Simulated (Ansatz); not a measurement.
The reference is Be in the hcp (Mg type) structure (space group P6_3/mmc, No. 194).

```xyz
2
Lattice="2.2571 0.0000 0.0000 -1.1286 1.9547 0.0000 0.0000 0.0000 3.5529" Properties=species:S:1:pos:R:3 pbc="T T T"
Be     0.0000     1.3031     2.6647
Be     1.1286     0.6516     0.8882
```

Computed with PBEsol/PAW in Ansatz (a quantum-chemistry and plane-wave program), no spin-orbit coupling.

One change was made to it. Results:

```tsv
quantity	base	after
shortest interatomic distance	2.203 Å	3.333 Å
density	1.91 g/cm³	10.57 g/cm³
c/a ratio	1.574	1.553
```

Q: What was done to the base?
A) Be → Lu
B) Be → Zn
C) Be → Ba
D) Be → Al

A: A, Be → Lu. For comparison, the shortest interatomic distance in the other runs: Be → Al gives 2.827 Å; Be → Ba gives 4.341 Å; Be → Zn gives 2.636 Å.

Whether these cells are dynamically stable was not tested. As relaxed here, Ba is a hypothetical phase, not in the database extracts checked. For Al in this form, whether it has been made was not checked. This is not the structure that Al has at room temperature and ambient pressure.
